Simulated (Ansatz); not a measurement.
The parent structure is CrO₂ in the rutile structure (space group P4_2/mnm, No. 136; a = 4.404 Å, c = 2.912 Å; ferromagnetic).

Calculations: r2SCAN/PAW in Ansatz (an electronic-structure program), without spin-orbit coupling.

Base values:

* **Lattice parameter a**: 4.404 Å
* **Band gap**: zero

The change: spin polarisation is switched off and the cell is relaxed again.

### Question
What happens to the lattice parameter a and band gap?

### Answer
The lattice parameter a increases by 0.0875 Å (4.404 Å → 4.491 Å); the band gap stays zero.

Other magnetic orders, which the real material may have, were not ruled out. Stability against distortions was not tested. No Hubbard U is applied, and correlation can decide whether such a compound is a metal. Spin-polarised in the final run: base; the other runs are not.
